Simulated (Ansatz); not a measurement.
Take AlRu in the CsCl type structure (space group Pm-3m, No. 221; relaxed with 0.1 eV smearing) as the base.

```xyz
2
Lattice="2.9545 0.0000 0.0000 0.0000 2.9545 0.0000 0.0000 0.0000 2.9545" Properties=species:S:1:pos:R:3 pbc="T T T"
Al     1.4773     1.4773     1.4773
Ru     0.0000     0.0000     0.0000
```

The values are results of LDA, PAW, 420 eV (Ansatz, a quantum-chemistry and plane-wave program; no spin-orbit coupling), not measurements.

Strains are applied to the cell and any free atomic positions relax.

One change was made to it. Results:

The pressure goes from zero to -6.5 GPa; the energy rises by 8.1 meV/atom.

Question: Which change produced these results?
A. isotropic strain −2.50 %
B. isotropic strain +2.50 %
C. isotropic strain +1.50 %
D. isotropic strain +1.00 %

Answer: D, isotropic strain +1.00 %. For comparison, the energy relative to the base in the other runs: isotropic strain −2.50 % gives +57 meV/atom; isotropic strain +2.50 % gives +48 meV/atom; isotropic strain +1.50 % gives +18 meV/atom.

Whether these cells are dynamically stable was not tested. All final runs are without spin polarisation.
